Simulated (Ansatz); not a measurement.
Take Ru in the hcp (Mg type) structure (space group P6_3/mmc, No. 194; a = 2.6914 Å, c = 4.2489 Å; relaxed with 0.1 eV smearing) as the base. Axes: x lies along a and z along c of the hexagonal cell.

The values are results of PBEsol in Ansatz (plane waves to 420 eV, PAW, scalar-relativistic without spin-orbit coupling), not measurements.

It is then changed as follows: uniaxial strain ε_xx = +2.00 %, all other strain components held at zero, atoms relaxed at fixed cell.

Task: Predict the stress tensor and what it implies for the stiffness.

Result: Stress of the strained cell less that of the base (GPa, compression positive):
```
  -11.4     0.0     0.0
    0.0    -3.8     0.0
    0.0     0.0    -3.6
```

Then −Δσ_ii/ε with ε = 0.0200 gives secant stiffness values (nonlinear terms included at this strain): C11 ≈ 570 GPa, C12 ≈ 191 GPa and C13 ≈ 181 GPa.

As a check, the harmonic strain energy −½ V₀ Δσ:ε is 9.5 meV/atom; the computed energy rise is 9.8 meV/atom.

Stability against distortions was not tested. The final runs are not spin-polarised.

Ansatz is a first-principles code.
